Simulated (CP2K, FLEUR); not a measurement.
A FLEUR input for a self-consistent single point of KPb3 (Pm-3m, 4 atoms in the cell) (DFT, LDA (Perdew-Zunger), all-electron FLAPW (FLEUR), scalar-relativistic valence):

Input of the input generator:

```
KPb3 FLAPW
&input film=f /
9.4473890731 0.0000000000 0.0000000000
0.0000000000 9.4473890731 0.0000000000
0.0000000000 0.0000000000 9.4473890731
1.0
1.0 1.0 1.0

4
19 0.0000000000 0.0000000000 0.0000000000
82 0.0000000000 0.5000000000 0.5000000000
82 0.5000000000 0.0000000000 0.5000000000
82 0.5000000000 0.5000000000 0.0000000000

&comp jspins=1 /
&exco xctyp='pz' /
&kpt div1=9 div2=9 div3=9 /
&end /
```

```xml
<?xml version="1.0" encoding="UTF-8" standalone="no"?>
<fleurInput fleurInputVersion="0.39">
   <comment>
      KPb3 FLAPW                                                                                          
   </comment>
   <calculationSetup>
      <cutoffs Kmax="3.8" Gmax="13.3" GmaxXC="13.3" numbands="0"/>
      <scfLoop itmax="60" minDistance="0.00001" maxIterBroyd="99" imix="Anderson" alpha="0.05" precondParam="0.0" spinf="2.0"/>
      <coreElectrons ctail="T" frcor="F" kcrel="0" coretail_lmax="0"/>
      <xcFunctional name="pz" relativisticCorrections="F"/>
      <magnetism jspins="1"/>
      <soc l_soc="F" theta="0.0" phi="0.0" spav="F"/>
      <expertModes spex="0" secvar="F"/>
      <geometryOptimization l_f="T" forcealpha="1.0" forcemix="BFGS" epsdisp="0.00001" epsforce="0.00001"/>
      <ldaU l_linMix="F" mixParam="0.05" spinf="1.0"/>
   </calculationSetup>
   <cell>
      <bzIntegration valenceElectrons="51.0" mode="hist" fermiSmearingEnergy="0.00367493">
         <kPointListSelection listName="default-1"/>
         <!-- k-points included here -->
         <xi:include xmlns:xi="http://www.w3.org/2001/XInclude" href="kpts.xml"> </xi:include>
      </bzIntegration>
      <!-- symmetry operations included here -->
      <xi:include xmlns:xi="http://www.w3.org/2001/XInclude" href="sym.xml"> </xi:include>
      <bulkLattice scale="1.0">
         <bravaisMatrix>
            <row-1>    9.4473890731000001     0.0000000000000000     0.0000000000000000</row-1>
            <row-2>    0.0000000000000000     9.4473890731000001     0.0000000000000000</row-2>
            <row-3>    0.0000000000000000     0.0000000000000000     9.4473890731000001</row-3>
         </bravaisMatrix>
      </bulkLattice>
   </cell>
   <atomSpecies>
      <species name="Potassium (K)" element="K" atomicNumber="19">
         <mtSphere radius="2.68" gridPoints="925" logIncrement="0.013"/>
         <atomicCutoffs lmax="10" lnonsphr="8"/>
         <electronConfig flipSpins="F">
            <coreConfig>(1s1/2) (2s1/2) (2p1/2) (2p3/2)</coreConfig>
            <valenceConfig>(3s1/2) (3p1/2) (3p3/2) (4s1/2)</valenceConfig>
            <stateOccupation state="(4s1/2)" spinUp="0.5" spinDown="0.5"/>
         </electronConfig>
         <energyParameters s="4" p="4" d="3" f="4"/>
         <lo type="SCLO" l="0" n="3" eDeriv="0"/>
         <lo type="SCLO" l="1" n="3" eDeriv="0"/>
      </species>
      <species name="Lead (Pb)" element="Pb" atomicNumber="82">
         <mtSphere radius="2.68" gridPoints="925" logIncrement="0.015"/>
         <atomicCutoffs lmax="10" lnonsphr="8"/>
         <electronConfig flipSpins="F">
            <coreConfig>(1s1/2) (2s1/2) (2p1/2) (2p3/2) (3s1/2) (3p1/2) (3p3/2) (4s1/2) (3d3/2) (3d5/2) (4p1/2) (4p3/2) (5s1/2) (4d3/2) (4d5/2) (4f5/2) (4f7/2) (5p1/2) (5p3/2)</coreConfig>
            <valenceConfig>(6s1/2) (5d3/2) (5d5/2) (6p1/2) (6p3/2)</valenceConfig>
            <stateOccupation state="(6p1/2)" spinUp="0.3333333333333" spinDown="0.3333333333333"/>
            <stateOccupation state="(6p3/2)" spinUp="0.6666666666667" spinDown="0.6666666666667"/>
         </electronConfig>
         <energyParameters s="6" p="6" d="6" f="5"/>
         <lo type="SCLO" l="2" n="5" eDeriv="0"/>
      </species>
   </atomSpecies>
   <atomGroups>
      <atomGroup species="Potassium (K)">
         <relPos label="                   1">.0000000000 .0000000000 .0000000000</relPos>
         <force calculate="T" relaxXYZ="TTT"/>
      </atomGroup>
      <atomGroup species="Lead (Pb)">
         <relPos label="                   2">.0000000000 1.000/2.000 1.000/2.000</relPos>
         <relPos label="                   3">1.000/2.000 .0000000000 1.000/2.000</relPos>
         <relPos label="                   4">1.000/2.000 1.000/2.000 .0000000000</relPos>
         <force calculate="T" relaxXYZ="TTT"/>
      </atomGroup>
   </atomGroups>
   <output dos="F" band="F" slice="F">
      <checks vchk="F" cdinf="F"/>
      <bandDOS minEnergy="-.5*Htr" maxEnergy="0.5*Htr" sigma="0.015" storeEVData="T"/>
      <vacuumDOS vacdos="F" integ="F" star="F" nstars="0" locx1="0.0" locy1="0.0" locx2="0.0" locy2="0.0" nstm="0" tworkf="0.0"/>
      <unfoldingBand unfoldBand="F" supercellX="1" supercellY="1" supercellZ="1"/>
      <plotting iplot="0" polar="F">
         <plot TwoD="T" vec1="  1.0  0.0  0.0" vec2="  0.0  1.0  0.0" vec3="  0.0  0.0  1.0" zero="  0.0  0.0  0.0" file="plot"/>
      </plotting>
      <chargeDensitySlicing numkpt="0" minEigenval="0.0" maxEigenval="0.0" nnne="0" pallst="F"/>
      <specialOutput eonly="F"/>
      <magneticCircularDichroism mcd="F" energyLo="-10.0" energyUp="0.0"/>
   </output>
  <!-- We include the file relax.xml here to enable relaxations (see documentation) -->
  <xi:include xmlns:xi="http://www.w3.org/2001/XInclude" href="relax.xml"> <xi:fallback/> </xi:include>
</fleurInput>
```

Problem. Give the CP2K input for the same structure, mesh, smearing and functional.

Solution. This is the input that was run; spellings and numerical settings could be chosen otherwise.

```
&GLOBAL
  PROJECT run
  RUN_TYPE ENERGY_FORCE
  PRINT_LEVEL LOW
&END GLOBAL
&FORCE_EVAL
  METHOD Quickstep
  STRESS_TENSOR ANALYTICAL
  &DFT
    BASIS_SET_FILE_NAME BASIS_MOLOPT
    POTENTIAL_FILE_NAME GTH_POTENTIALS
    &QS
      METHOD GPW
      EPS_DEFAULT 1E-11
    &END QS
    &MGRID
      CUTOFF 500
      REL_CUTOFF 50
      NGRIDS 5
    &END MGRID
    &SCF
      SCF_GUESS ATOMIC
      EPS_SCF 1E-7
      MAX_SCF 100
      ADDED_MOS 5
      &DIAGONALIZATION
        ALGORITHM STANDARD
      &END DIAGONALIZATION
      &MIXING
        METHOD BROYDEN_MIXING
        ALPHA 0.3
        NBUFFER 12
        BETA 1.5
      &END MIXING
      &SMEAR ON
        METHOD FERMI_DIRAC
        ELECTRONIC_TEMPERATURE [K] 1160.45
      &END SMEAR
    &END SCF
    &KPOINTS
      SCHEME MONKHORST-PACK 9 9 9
    &END KPOINTS
    &XC
      &XC_FUNCTIONAL PADE
      &END XC_FUNCTIONAL
    &END XC
    &PRINT
      &MO
        EIGENVALUES T
        OCCUPATION_NUMBERS T
        NDIGITS 8
        FILENAME mo
        &EACH
          QS_SCF 0
        &END EACH
        ADD_LAST NUMERIC
      &END MO
      &MULLIKEN OFF
      &END MULLIKEN
    &END PRINT
  &END DFT
  &SUBSYS
    &CELL
      A 4.99934300 0.00000000 0.00000000
      B 0.00000000 4.99934300 0.00000000
      C 0.00000000 0.00000000 4.99934300
      PERIODIC XYZ
    &END CELL
    &COORD
      K        0.00000000     0.00000000     0.00000000
      Pb       0.00000000     2.49967150     2.49967150
      Pb       2.49967150     0.00000000     2.49967150
      Pb       2.49967150     2.49967150     0.00000000
    &END COORD
    &KIND K
      BASIS_SET DZVP-MOLOPT-SR-GTH
      POTENTIAL GTH-PADE-q9
    &END KIND
    &KIND Pb
      BASIS_SET DZVP-MOLOPT-SR-GTH
      POTENTIAL GTH-PADE-q4
    &END KIND
  &END SUBSYS
  &PRINT
    &FORCES ON
    &END FORCES
    &STRESS_TENSOR ON
    &END STRESS_TENSOR
  &END PRINT
&END FORCE_EVAL
```

Basis, cutoffs, solver keys and any potentials are the target program's own. This input uses DFT LDA (Pade form), GPW, DZVP-MOLOPT-SR-GTH basis, GTH-PADE potentials (GTH_POTENTIALS). LDA parametrisations can differ slightly between programs.

The starting cell comes from a database of computed structures (which also holds hypothetical and non-ambient phases and stackings), without a prior relaxation at this level. For this run, on top of that: lattice scaled by 0.98.
